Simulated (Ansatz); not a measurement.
Corundum Ga2O3 (metastable phase) was calculated with LDA (Ansatz, an electronic-structure program, plane waves, PAW).

Numerical settings: plane-wave cutoff 520 eV, 8×8×8 k mesh, Fermi–Dirac smearing 0.01 eV, scalar-relativistic PAW data made under PBE.

Cell (measured lattice):

```cif
data_Ga12O18
_chemical_formula_sum 'Ga12 O18'
_space_group_name_H-M_alt 'R-3c :H'
_space_group_IT_number 167
_space_group_name_Hall '-R 3 2"c'
_cell_length_a 4.98000
_cell_length_b 4.98000
_cell_length_c 13.43000
_cell_angle_alpha 90.000
_cell_angle_beta 90.000
_cell_angle_gamma 120.000
loop_
_atom_site_label
_atom_site_type_symbol
_atom_site_symmetry_multiplicity
_atom_site_Wyckoff_symbol
_atom_site_fract_x
_atom_site_fract_y
_atom_site_fract_z
_atom_site_occupancy
Ga1 Ga 12 c 0.00000 0.00000 0.14439 1
O1 O 18 e 0.30281 0.30281 0.25000 1
```
(The calculation used a cell of 10 atoms; values per cell refer to that cell.)

Q: Predict the band gap and smallest direct gap on the k points sampled.

A: 
- band gap = 2.81 eV (indirect)
- smallest direct gap on the k points sampled = 3.07 eV

Note: cell and atoms aren't relaxed at this level (pressure -4.8 GPa).

Spin–orbit coupling is not included.

Static lattice: no zero-point or thermal effects.

Computing time: around 19 core-seconds (rough).
